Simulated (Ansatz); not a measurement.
System: Ge (model structure, within 0.1 Å of Fd-3m, No. 227, 2 atoms in the cell). Method: r²SCAN (Ansatz, a program for electronic structure, PAW).

Numerical settings: plane-wave cutoff 560 eV, 10×10×10 k mesh, Fermi–Dirac smearing 0.01 eV, scalar-relativistic PAW data made under PBE.

Cell (relaxed with PBE-D3(BJ)):

```cif
data_Ge2
_chemical_formula_sum 'Ge2'
_space_group_name_H-M_alt 'P 1'
_space_group_IT_number 1
_cell_length_a 4.02983
_cell_length_b 4.02983
_cell_length_c 4.03234
_cell_angle_alpha 120.021
_cell_angle_beta 120.021
_cell_angle_gamma 60.017
loop_
_space_group_symop_operation_xyz
  'x, y, z'
loop_
_atom_site_label
_atom_site_type_symbol
_atom_site_fract_x
_atom_site_fract_y
_atom_site_fract_z
_atom_site_occupancy
Ge1 Ge 0.87505 0.87505 0.12505 1
Ge2 Ge 0.12495 0.12495 0.87495 1
```

Q: Estimate the band gap that the calculation returns.

A: 
- band gap = 0.22 eV (direct)

Note: cell and atoms aren't relaxed at this level (pressure -0.9 GPa).

Spin–orbit coupling is not included.

It cost around 25 core-seconds (rough) of CPU time.

A model structure was made by putting elements into a prototype or built by hand; here it ended with the formula and space group of a phase in our tables.
